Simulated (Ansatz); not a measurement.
Ansatz (an electronic-structure program) run on a (001) slab of LuP (cut from a parent of space group no. 225; 8 atoms in the cell): self-consistent single point.

Method of the run: LDA (PW92), default PAW files made with PBE (plane waves; Ansatz).

The change in words: vacuum of 6 angstrom (first run: 14 Å). Reference geometry:
```xyz
8
Lattice="3.8863 0.0000 0.0000 -3.8863 3.8863 0.0000 0.0000 0.0000 22.2441" Properties=species:S:1:pos:R:3 pbc="T T T"
Lu     0.0000     0.0000     9.7480
Lu    -1.9432     1.9432     7.0000
Lu     0.0000     0.0000    15.2441
Lu    -1.9432     1.9432    12.4961
P     -1.9432     1.9432     9.7480
P      0.0000     0.0000     7.0000
P     -1.9432     1.9432    15.2441
P      0.0000     0.0000    12.4961
```

Reference input (self-consistent single point, DFT, LDA (PW92), plane waves, default PAW files made with PBE): basis.ecutwfc = 420 eV; kpoints.mp_grid.grid = 7 7 1; hamiltonian.xc = lda; hamiltonian.pseudopotentials = {kind: paw} (the program's default PAW files); scf.occupations.method = fermi_dirac; scf.occupations.width = 0.1 eV. This run's input differs from it in these lines:

Ansatz 0.2 input:
```diff
@@ -4,12 +4,12 @@
     - [-3.886324, 3.886324, 0.000000]
-    - [0.000000, 0.000000, 22.244107]
+    - [0.000000, 0.000000, 14.244111]
   atoms:
-    - { symbol: Lu, position: [0.000000, 0.000000, 0.438228] }
-    - { symbol: Lu, position: [0.000000, 0.500000, 0.314690] }
-    - { symbol: Lu, position: [0.000000, 0.000000, 0.685310] }
-    - { symbol: Lu, position: [0.000000, 0.500000, 0.561772] }
-    - { symbol: P, position: [0.000000, 0.500000, 0.438228] }
-    - { symbol: P, position: [0.000000, 0.000000, 0.314690] }
-    - { symbol: P, position: [0.000000, 0.500000, 0.685310] }
-    - { symbol: P, position: [0.000000, 0.000000, 0.561772] }
+    - { symbol: Lu, position: [0.000000, 0.000000, 0.403535] }
+    - { symbol: Lu, position: [1.000000, 0.500000, 0.210613] }
+    - { symbol: Lu, position: [0.000000, 0.000000, 0.789387] }
+    - { symbol: Lu, position: [1.000000, 0.500000, 0.596465] }
+    - { symbol: P, position: [1.000000, 0.500000, 0.403535] }
+    - { symbol: P, position: [0.000000, 0.000000, 0.210613] }
+    - { symbol: P, position: [1.000000, 0.500000, 0.789387] }
+    - { symbol: P, position: [0.000000, 0.000000, 0.596465] }
 basis:
```

Output (repeated stretches shortened):

```
SCF iter   1: F=—  HF=-60886.709973 eV  |F-HF|=—  |Δ(HF+E_count)|=         —  Δρ=4.57e-3  dr2=9.73e-2  ethr=1.77e-3  ⟨swp⟩=9.1  Hψ=3301  notcnv=0  defer=1
all-band conjugate gradients solve this SCF's bands
preconditioner: auto → LDOS
SCF iter   2: F=—  HF=-60886.733272 eV  |F-HF|=—  |Δ(HF+E_count)|=   2.33e-2  Δρ=5.20e-3  dr2=2.70e-1  ethr=8.11e-5  ⟨swp⟩=4.7  Hψ=2188  notcnv=0  defer=22
   [... lines left out ...]
SCF iter   6: F=—  HF=-60886.684878 eV  |F-HF|=—  |Δ(HF+E_count)|=   4.01e-4  Δρ=9.80e-5  dr2=3.95e-5  ethr=2.24e-8  ⟨swp⟩=3.0  Hψ=1809  notcnv=0  defer=15
SCF iter   7: F=—  HF=-60886.684866 eV  |F-HF|=—  |Δ(HF+E_count)|=   1.27e-5  Δρ=2.84e-5  dr2=3.25e-6  ethr=2.24e-8  ⟨swp⟩=2.0  Hψ=1276  notcnv=0  defer=15
SCF iter   8: F=—  HF=-60886.684865 eV  |F-HF|=—  |Δ(HF+E_count)|=   1.03e-6  Δρ=8.89e-6  dr2=1.91e-7  ethr=2.71e-9  ⟨swp⟩=2.0  Hψ=1280  notcnv=0  defer=15
SCF iter   9: F=-60886.684865 eV  HF=-60886.684865 eV  |F-HF|=4.98e-9  |Δ(HF+E_count)|=   8.20e-8  Δρ=1.72e-6  dr2=5.19e-9  ethr=8.33e-11  ⟨swp⟩=14.7  Hψ=4804  notcnv=0
SCF 1 converged in 9 iterations: F = -60886.684865 eV  dr2 = 5.19e-9
Free energy (F): -60886.684865 eV
Internal energy: -60886.660176 eV  (E = F + TS)
E sigma→0 (E₀):  -60886.672520 eV
Entropy (-TS):   -0.024689 eV (-3.086 meV/atom)
Fermi energy:    8.826605 eV
--- Forces (eV/Å), atoms counted from 1 ---
  atom   1  Lu     0.00000000     0.00000000     0.06909784
  atom   2  Lu     0.00000000     0.00000000     1.02797643
  atom   3  Lu     0.00000000     0.00000000    -1.02797643
  atom   4  Lu     0.00000000     0.00000000    -0.06909784
  atom   5  P      0.00000000     0.00000000    -0.23012249
  atom   6  P      0.00000000     0.00000000    -0.38310585
  atom   7  P      0.00000000     0.00000000     0.38310585
  atom   8  P      0.00000000     0.00000000     0.23012249
--- Stress (GPa, compression-positive) ---
       -6.058943       0.000000       0.000000
        0.000000      -6.058943       0.000000
        0.000000       0.000000      -3.843528
  P = ⅓ Tr σ = -5.3205 GPa (-53.205 kbar)
  The stress holds the Pulay correction. Without it, at fixed plane waves, as pw.x and ABINIT print it: P = -5.3567 GPa
```

The run converged in 9 iterations. Against the reference run the free energy is nearly the same (within 1 meV/atom) and the largest force goes from 1.016 to 1.028 eV/Å.

The starting cell comes from a database of computed structures (which also holds hypothetical and non-ambient phases and stackings), without a prior relaxation at this level. The slab is cut from that crystal, and its faces are unrelaxed. Its lattice was rescaled by up to half a per cent. Spin-orbit coupling is off. Spin polarisation is off, though cut faces can carry moments. Forces in this geometry exceed 1 eV/Å.
